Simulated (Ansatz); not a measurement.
## Re, pressure series

Consider Re in the hcp (Mg type) structure (space group P6_3/mmc, No. 194; a = 2.775 Å, c = 4.483 Å).

Cell and atoms are relaxed at each pressure.

Calculations: plane-wave PAW DFT at the PBE level (Ansatz, a quantum-chemistry and plane-wave program, 420 eV), spin-orbit coupling left out, earlier PAW set.

Notes on the quantities. enthalpy: H = E + PV relative to the base's energy.

```
change                 enthalpy  shortest interatomic distance
----------------  -------------  -----------------------------
base                          –                        2.755 Å
pressure −2 GPa   -0.19 eV/atom                            [?]
pressure −1 GPa   -0.09 eV/atom                        2.758 Å
pressure 3 GPa    +0.28 eV/atom                        2.748 Å
pressure 7 GPa    +0.65 eV/atom                            [?]
pressure 15 GPa   +1.37 eV/atom                            [?]
pressure 30 GPa   +2.70 eV/atom                        2.691 Å
pressure 50 GPa   +4.40 eV/atom                            [?]
pressure 75 GPa   +6.45 eV/atom                        2.622 Å
pressure 100 GPa  +8.43 eV/atom                        2.591 Å
```

**Question.** Complete the table.

**Answer.** 
- pressure −2 GPa, shortest interatomic distance: 2.760 Å
- pressure 7 GPa, shortest interatomic distance: 2.738 Å
- pressure 15 GPa, shortest interatomic distance: 2.721 Å
- pressure 50 GPa, shortest interatomic distance: 2.658 Å

Load acts through the strain it causes; cell and atoms are relaxed under it. Whether these cells are dynamically stable was not tested. Competing high-pressure phases were not computed. All final runs are without spin polarisation.
